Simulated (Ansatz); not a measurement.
Cubic perovskite CsCdF3 was calculated with PBEsol (plane waves, PAW; Ansatz, a program for electronic structure).

Numerical settings: plane-wave cutoff 520 eV, 8×8×8 k mesh, Fermi–Dirac smearing 0.01 eV, scalar-relativistic PAW data made under PBE.

Properties against volume:

```
V (Å³/atom)  P (GPa)  direct gap at Γ (eV)  smallest gap on the k mesh (eV)
-----------  -------  --------------------  -------------------------------
16.696          4.51                 4.813                            3.340
17.051          2.82                 4.676                            3.302
17.406          1.32                 4.543                            3.265
17.762          0.00                 4.415                            3.228
18.117         -1.18                 4.292                            3.191
18.472         -2.22                 4.173                            3.153
18.827         -3.14                 4.058                            3.116
```

The fundamental gap (3.23 eV at the equilibrium volume, with added k points) lies elsewhere than Γ–Γ.

Note: the relaxation could not lower the start's symmetry, so the cell can be a saddle point above a distorted one.

Spin–orbit coupling is not included.
